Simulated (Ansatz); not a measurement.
Base system: GaN in the zinc blende structure (space group F-43m, No. 216; a = 4.498 Å).

The other end (x = 1) is AlN in the zinc blende structure (space group F-43m, No. 216): 10.43 Å³/atom, gap 3.94 eV; this end may not be an ambient phase.

Level of theory: r2SCAN (Ansatz, an electronic-structure program, PAW, without spin-orbit coupling).

Al replaces a fraction x of Ga; each row is one arrangement (x, atoms in the cell, starting space group or random), fully relaxed.

One change was made to it. Results:

The band gap grows by 1.09 eV, from 2.17 eV to 3.26 eV; the mean first-shell distances comes out as Ga–N 1.943 Å (end compound 1.948 Å), Al–N 1.897 Å (end compound 1.892 Å).

### Question
Which of these changes matches the shifts?
A. x(Al) = 0.5, 8 atoms, P-4m2
B. x(Al) = 0.25, 8 atoms, P-43m
C. x(Al) = 0.75, 8 atoms, P-4m2
D. x(Al) = 0.75, 8 atoms, I-42m

### Answer
A, x(Al) = 0.5, 8 atoms, P-4m2. For comparison, the band gap in the other runs: x(Al) = 0.75, 8 atoms, I-42m gives 3.98 eV; x(Al) = 0.75, 8 atoms, P-4m2 gives 3.83 eV; x(Al) = 0.25, 8 atoms, P-43m gives 2.82 eV.

Each cell is one ordered arrangement of few atoms, which overstates ordering effects compared with a random alloy. Whether these cells are dynamically stable was not tested. This is not the structure that GaN has at room temperature and ambient pressure. This is not the structure that AlN has at room temperature and ambient pressure.
